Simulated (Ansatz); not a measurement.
A (6,0) arsenic nanotube, relaxed period 6.223 Å, atoms relaxed at each strain.

| strain | energy (meV a period) | axial force (nN) |
|---|---|---|
| -0.015 | +41.3 | -1.41 |
| +0.015 | +37.4 | +1.28 |

Method: PBE (plane waves to 420 eV, PAW; Ansatz, an electronic-structure program). Mesh 1×1×6. No spin polarisation. It repeats along c; a and b span vacuum. A hypothetical model, rolled from the flat sheet. Symmetry and one short period hold its shape; lower forms weren't sought. Values not marked SOC lack spin–orbit coupling. Buckling under compression is shut out by symmetry and the short period. Energies are free energies at a Fermi–Dirac width of 0.02 eV, from the unstrained cell.

Mean diameter 7.41 Å.

Task: Work out the axial stiffness dF/dε in two ways, and what it means for a modulus.

Result: From the forces: (+1.28 − (-1.41))/0.030 = 89.7 nN. From the energies: (E₊ + E₋)/(ε² c) = 0.0787 eV/(0.015² × 6.223 Å) = 56.21 eV/Å = 90.1 nN. The two agree to within 1 %. Spread over the circumference π × 7.41 Å, the force value is a sheet stiffness of 39 N/m.
